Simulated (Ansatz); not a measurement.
# MoSi2: response to strain

Start from MoSi2 (space group I4/mmm, No. 139; a = 3.202 Å, c = 7.819 Å). Axes: x, y, z lie along a, b, c of the conventional cell.

Strains are applied to the cell and any free atomic positions relax; under biaxial strain the out-of-plane vector relaxes too; under stress the whole cell relaxes.

Calculations: Kohn–Sham DFT with the r2SCAN functional, run in Ansatz (a first-principles code) with PAW and 500 eV plane waves, spin-orbit coupling left out.

Notes on the quantities. energy relative to the base: free energy F.

```json
[
 {"change": "base", "energy relative to the base": "0 meV/atom", "volume per atom": "13.36 Å³", "space group": "I4/mmm (No. 139)"},
 {"change": "biaxial strain +2.18 %, plane normal [001], relaxed out of plane", "energy relative to the base": "+19 meV/atom", "volume per atom": "?", "space group": "I4/mmm (No. 139)"},
 {"change": "isotropic strain −5.83 %", "energy relative to the base": "?", "volume per atom": "11.16 Å³", "space group": "I4/mmm (No. 139)"},
 {"change": "uniaxial strain ε_yy = −1.24 %", "energy relative to the base": "?", "volume per atom": "13.19 Å³", "space group": "Immm (No. 71)"},
 {"change": "uniaxial stress, 1 GPa compression along x", "energy relative to the base": "+0.1 meV/atom", "volume per atom": "13.34 Å³", "space group": "Immm (No. 71)"},
 {"change": "uniaxial stress, 0.5 GPa compression along z", "energy relative to the base": "0.0 meV/atom", "volume per atom": "13.35 Å³", "space group": "I4/mmm (No. 139)"}
]
```

### Question
Some entries are withheld; estimate them.

### Answer

- biaxial strain +2.18 %, plane normal [001], relaxed out of plane, volume per atom: 13.85 Å³
- isotropic strain −5.83 %, energy relative to the base: +0.344 eV/atom
- uniaxial strain ε_yy = −1.24 %, energy relative to the base: +2.7 meV/atom

A case with no gap was solved on a k-mesh chosen for an insulator, which is coarse for it. Without a gap, meshes like the base's 14×14×14 leave anisotropic stresses uncertain by several tenths of a GPa, and small strain energies with them. Beyond what the load breaks, stability against distortions was not tested. All final runs are without spin polarisation.
